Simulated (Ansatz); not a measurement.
The cell is made up: elements placed on another compound's structure type, so the phase may be hypothetical.

Consider the following.

```xyz
12
Lattice="5.9436 0.0000 0.0000 0.0000 8.4055 0.0000 0.0000 4.2028 4.2028" Properties=species:S:1:pos:R:3 pbc="T T T"
Be     2.9718     7.3548     1.0507
Be     0.0000     7.3548     3.1521
Be     0.0000     5.2534     1.0507
Be     2.9718     5.2534     3.1521
Be     1.4859     2.1014     2.1014
Be     4.4577     2.1014     2.1014
S      0.0000     9.4562     3.1521
S      2.9718     1.0507     1.0507
S      2.9718     3.1521     3.1521
S      0.0000     3.1521     1.0507
S      1.4859     6.3041     2.1014
S      4.4577     6.3041     2.1014
```

Space group of this cell: Pm-3n. The cell was relaxed by PBE-D3(BJ); by r2SCAN its mean pressure is 2.1 GPa.

Transport runs along the normal of the first two printed cell vectors.

The gap is the functional's own, uncorrected, and κ follows it; spin-orbit coupling is left out. Mid-gap values are interpolated between the computed energies.

**Question.** Estimate the band gap and the smallest decay constant κ at mid-gap that r2SCAN run with Ansatz (an electronic-structure program) returns for this system.

**Answer.** Gap 3.52 eV on a 8×8×8 mesh; κ = 0.312 1/Å, at the zone centre.
